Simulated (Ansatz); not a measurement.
Base system: Al$_{2}$Pt (space group Fm-3m, No. 225; a = 5.9465 Å; relaxed with 0.1 eV smearing).

Method: Kohn–Sham DFT with the PBE functional, run in Ansatz (a first-principles code) with PAW and 420 eV plane waves, spin-orbit coupling left out.

For the base:

| Quantity | Value |
|---|---|
| Band gap | zero |
| Pressure | 0.0 GPa |

Modification: the cell is scaled by 0.9750 in all directions, atoms relaxed at fixed cell.

Task: What does the calculation give for the band gap after the change?

Result: The band gap remains zero.

Task: Estimate the effect on the energy relative to the base.

Result: The energy grows by 43 meV/atom.

Task: What happens to the pressure?

Result: The pressure goes from zero to 11.6 GPa.

The cells carry an imposed strain or load. Whether these cells are dynamically stable was not tested. The final runs are not spin-polarised.
